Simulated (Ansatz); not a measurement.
## Ti: response to strain

Take Ti in the hcp (Mg type) structure (space group P6_3/mmc, No. 194; a = 2.902 Å, c = 4.593 Å; relaxed with 0.1 eV smearing) as the base.

Strains are applied to the cell and any free atomic positions relax.

The values are results of Ansatz (a first-principles code) PBEsol, no spin-orbit coupling, not measurements.

Candidates:
(a) isotropic strain −1.00 %
(b) isotropic strain +0.50 %
(c) isotropic strain +1.50 %
(d) isotropic strain −2.50 %
(e) isotropic strain −1.50 %

Notes on the quantities. energy relative to the base: free energy F.

Order them by energy relative to the base, lowest first.

(b) isotropic strain +0.50 % (+1.4 meV/atom), (a) isotropic strain −1.00 % (+5.7 meV/atom), (c) isotropic strain +1.50 % (+12 meV/atom), (e) isotropic strain −1.50 % (+13 meV/atom), (d) isotropic strain −2.50 % (+37 meV/atom)

No phonon test of stability was made. The final runs are not spin-polarised.
